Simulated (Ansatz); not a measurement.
Consider SiO₂ in the rutile structure (space group P4_2/mnm, No. 136; a = 4.236 Å, c = 2.690 Å).

Computed with PBE (Ansatz, an electronic-structure program; PAW; 420 eV plane waves; no spin-orbit coupling).

For the base:

| Item | Value |
|---|---|
| Width of the top valence band | 2.56 eV |
| Density | 4.13 g/cm³ |
| Hole mass | 1.9 mₑ along c, 1.1 mₑ across (at Γ) |
| Electron mass | 0.36 mₑ along c, 0.45 mₑ across (at Γ) |

The change: a negative pressure, −2 GPa.

How does this affect the width of the top valence band, density, hole mass and electron mass?

The width of the top valence band falls by 0.024 eV to 2.53 eV; the density drops by 0.03 g/cm³, from 4.13 g/cm³ to 4.10 g/cm³; the hole mass goes from 1.9 mₑ along c, 1.1 mₑ across (at Γ) to 2.0 mₑ along c, 1.1 mₑ across (at Γ); the electron mass is still 0.36 mₑ along c, 0.45 mₑ across (at Γ).

The levels and masses belong to the bands next to the band gap. Load acts through the strain it causes; cell and atoms are relaxed under it. Masses are band curvatures over ±0.01 Å⁻¹ around the edge. Stability against distortions was not tested.
